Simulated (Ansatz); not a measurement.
The starting structures come from a database of crystals and need not be the phases stable at ambient conditions.

By PBEsol, the system below comes out a metal.

A figure of merit of an interconnect metal is its ballistic conductance per area.

```yaml
crystal:
  lattice:
    - [3.29945, 0.00000, 0.00000]
    - [-1.64973, 2.85741, 0.00000]
    - [0.00000, 0.00000, 3.18228]
  atoms:
    - { symbol: Mo, position: [0.00000, 0.00000, 0.00000] }
    - { symbol: P, position: [0.33333, 0.66667, 0.50000] }
```

Space group of this cell: P-6m2. The cell is strained (lengths across the current scaled by 1.02, ions clamped); by PBEsol its mean pressure is -11.8 GPa.

The current flows along the normal of the first two printed cell vectors, the (001) (indices of the unstrained crystal) plane of the conventional cell. No spin-orbit coupling; the value is a mean over 0.1 eV about the Fermi level.

Question: Predict the ballistic conductance per area from Ansatz (a first-principles code) with PBEsol.

Answer: 0.75 × 10¹⁵ S/m² for both spins.
